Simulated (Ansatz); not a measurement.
Data:

```yaml
crystal:
  lattice:
    - [0.00000, 3.16573, 3.10241]
    - [3.16573, 0.00000, 3.10241]
    - [3.16573, 3.16573, 0.00000]
  atoms:
    - { symbol: Ba, position: [0.00000, 0.00000, 0.00000] }
    - { symbol: S, position: [0.50000, 0.50000, 0.50000] }
```

No spin polarisation.

Level of theory: Kohn–Sham DFT with the PBEsol functional, run in Ansatz (a first-principles code) with PAW and 420 eV plane waves, no SOC. Γ-centred 9×9×9 mesh, Fermi–Dirac width 0.05 eV.

**Question.** Predict the gap character, stress and band gap.

**Answer.** 
- Gap character: indirect, Γ → M
- Stress (xx, yy, zz, yz, xz, xy; compression positive): (0.37, 0.37, 2.39, 0.00, 0.00, 0.00) GPa
- Band gap: 1.94 eV

The cells carry an imposed strain or load. Whether these cells are dynamically stable was not tested. The cell was made from BaS in the rock salt structure (space group Fm-3m, No. 225) by this change: uniaxial strain ε_zz = −2.00 %.
